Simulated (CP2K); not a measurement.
## CP2K run on CsAsF₆ (R-3, 8 atoms in the cell): self-consistent single point

Method: CP2K 2026.2 with PBEsol, GPW, DZVP-MOLOPT-SR-GTH basis, GTH-PBE potentials (GTH_POTENTIALS).

Input:

```
&GLOBAL
  PROJECT bulk
  RUN_TYPE ENERGY_FORCE
  PRINT_LEVEL LOW
&END GLOBAL
&FORCE_EVAL
  METHOD Quickstep
  STRESS_TENSOR ANALYTICAL
  &DFT
    BASIS_SET_FILE_NAME BASIS_MOLOPT
    POTENTIAL_FILE_NAME GTH_POTENTIALS
    &QS
      METHOD GPW
      EPS_DEFAULT 1E-10
    &END QS
    &MGRID
      CUTOFF 550
      REL_CUTOFF 40
      NGRIDS 5
    &END MGRID
    &SCF
      SCF_GUESS ATOMIC
      EPS_SCF 1E-7
      MAX_SCF 100
      ADDED_MOS 10
      &DIAGONALIZATION
        ALGORITHM STANDARD
      &END DIAGONALIZATION
      &MIXING
        METHOD BROYDEN_MIXING
        ALPHA 0.2
        NBUFFER 12
      &END MIXING
    &END SCF
    &KPOINTS
      SCHEME MONKHORST-PACK 5 5 5
    &END KPOINTS
    &XC
      &XC_FUNCTIONAL
        &PBE
          PARAMETRIZATION PBESOL
        &END PBE
      &END XC_FUNCTIONAL
    &END XC
    &PRINT
      &MO
        EIGENVALUES T
        OCCUPATION_NUMBERS T
        NDIGITS 8
        FILENAME mo
        &EACH
          QS_SCF 0
        &END EACH
        ADD_LAST NUMERIC
      &END MO
      &MULLIKEN OFF
      &END MULLIKEN
    &END PRINT
  &END DFT
  &SUBSYS
    &CELL
      ABC 5.16707700 5.16707761 5.16707729
      ALPHA_BETA_GAMMA 96.53077627 96.53077280 96.53077239
      PERIODIC XYZ
    &END CELL
    &COORD
      SCALED
      Cs       0.50000000     0.50000000     0.50000000
      As       0.00000000     0.00000000     0.00000000
      F        0.18959000     0.27548000     0.92234000
      F        0.81041000     0.72452000     0.07766000
      F        0.92234000     0.18959000     0.27548000
      F        0.07766000     0.81041000     0.72452000
      F        0.27548000     0.92234000     0.18959000
      F        0.72452000     0.07766000     0.81041000
    &END COORD
    &KIND Cs
      BASIS_SET DZVP-MOLOPT-SR-GTH-q9
      POTENTIAL GTH-PBE-q9
    &END KIND
    &KIND As
      BASIS_SET DZVP-MOLOPT-SR-GTH-q5
      POTENTIAL GTH-PBE-q5
    &END KIND
    &KIND F
      BASIS_SET DZVP-MOLOPT-SR-GTH-q7
      POTENTIAL GTH-PBE-q7
    &END KIND
  &END SUBSYS
  &PRINT
    &FORCES ON
    &END FORCES
    &STRESS_TENSOR ON
    &END STRESS_TENSOR
  &END PRINT
&END FORCE_EVAL
```

Output, abridged:

```
 GLOBAL| Method name                                                        CP2K
 GLOBAL| Project name                                                       bulk
 GLOBAL| Run type                                                   ENERGY_FORCE

 TOTAL NUMBERS AND MAXIMUM NUMBERS

  Total number of            - Atomic kinds:                                   3
                             - Atoms:                                          8
                             - Shell sets:                                     8
                             - Shells:                                        41
                             - Primitive Cartesian functions:                 40
                             - Cartesian basis functions:                    113
                             - Spherical basis functions:                    105

  Maximum angular momentum of- Orbital basis functions:                        2
                             - Local part of the GTH pseudopotential:          2
                             - Non-local part of the GTH pseudopotential:      4

 SCF PARAMETERS         Density guess:                                    ATOMIC
                        max_scf:                                             100
                        max_diis:                                              4
                        eps_scf:                                        1.00E-07
                        eps_diis:                                       1.00E-01
                        eps_eigval:                                     1.00E-05
                        level_shift [a.u.]:                             0.000000
                        added MOs                                        10    0
                        Mixing method:                            BROYDEN_MIXING
                                                charge density mixing in g-space
                        No outer SCF

 Extrapolation method: initial_guess

 Number of electrons:                                                         56
 Number of occupied orbitals:                                                 28
 Number of molecular orbitals:                                                38

 Number of orbital functions:                                                105
 Number of independent orbital functions:                                    105

 SCF WAVEFUNCTION OPTIMIZATION

  Step     Update method      Time    Convergence         Total energy    Change
     1 NoMix/Diag. 0.20E+00      -     1.04451083      -171.8927381330 -1.72E+02
     2 Broy./Diag. 0.20E+00      -     0.18641634      -165.5735706538  6.32E+00
     3 Broy./Diag. 0.20E+00      -     0.26293084      -169.7443686903 -4.17E+00
     4 Broy./Diag. 0.20E+00      -     0.03747685      -172.1211038672 -2.38E+00
     5 Broy./Diag. 0.20E+00      -     0.03724152      -171.4065878198  7.15E-01
     6 Broy./Diag. 0.20E+00      -     0.01023068      -171.5471982417 -1.41E-01
     7 Broy./Diag. 0.20E+00      -     0.00075750      -171.5724934685 -2.53E-02
   [... 4 lines left out ...]
    12 Broy./Diag. 0.20E+00      -     0.00000780      -171.5938921594 -1.19E-04
    13 Broy./Diag. 0.20E+00      -     0.00000298      -171.5939063906 -1.42E-05
    14 Broy./Diag. 0.20E+00      -     0.00000027      -171.5939055206  8.70E-07
    15 Broy./Diag. 0.20E+00      -     0.00000040      -171.5939026424  2.88E-06
    16 Broy./Diag. 0.20E+00      -     0.00000002      -171.5939022773  3.65E-07

  *** SCF run converged in    16 steps ***

  Electronic density on regular grids:        -55.9999999889        0.0000000111
  Core density on regular grids:               55.9999999969       -0.0000000031
  Total charge density on r-space grids:        0.0000000080
  Total charge density g-space grids:           0.0000000080

  Overlap energy of the core charge distribution:               0.00000028684377
  Self energy of the core charge distribution:               -441.75106470477220
  Core Hamiltonian energy:                                    120.04865148911466
  Hartree energy:                                             182.56433742422138
  Exchange-correlation energy:                                -32.45582677272760

  Total energy:                                              -171.59390227732001

 ENERGY| Total FORCE_EVAL ( QS ) energy [hartree]           -171.593902182334489

 FORCES| Atomic forces [hartree/bohr]
 FORCES|   Atom     x               y               z               |f|
 FORCES|      1  2.87106820E-09  2.96560010E-09  3.86012129E-09   5.65140274E-09
 FORCES|      2 -7.04614926E-10 -5.15584332E-10 -8.82298657E-10   1.24127367E-09
 FORCES|      3  7.61215853E-03  1.62547668E-02 -4.90637746E-03   1.86073894E-02
 FORCES|      4 -7.61215961E-03 -1.62547656E-02  4.90637575E-03   1.86073884E-02
 FORCES|      5 -7.77251329E-03  6.77209001E-03  1.54907580E-02   1.86074380E-02
 FORCES|      6  7.77251618E-03 -6.77209233E-03 -1.54907531E-02   1.86074360E-02
 FORCES|      7  1.52835581E-02 -6.07361593E-03  8.70407826E-03   1.86074430E-02
 FORCES|      8 -1.52835621E-02  6.07361475E-03 -8.70408439E-03   1.86074488E-02
 FORCES| Sum    -4.90750392E-11  1.24588746E-10 -2.51600598E-11
 FORCES| Total atomic force                                       1.36248830E-10

 STRESS| Analytical stress tensor [bar]
 STRESS|                        x                   y                   z
 STRESS|      x        4.42133954888E+04   4.81480062300E+01   5.48260323760E+01
 STRESS|      y        4.81480062300E+01   4.42242870188E+04   6.14658088260E+01
 STRESS|      z        5.48260323760E+01   6.14658088260E+01   4.42403075823E+04
 STRESS| 1/3 Trace                                             4.42259966966E+04
```

The run converged in 16 iterations.

The starting cell comes from a database of computed structures (which also holds hypothetical and non-ambient phases and stackings), without a prior relaxation at this level. Values carry the incompleteness of an atom-centred basis. The potentials were made for another functional than the one used. With a pressure of about 4 GPa the cell is away from its equilibrium volume at this level.

Cost on one core of a shared machine: roughly 30 s.
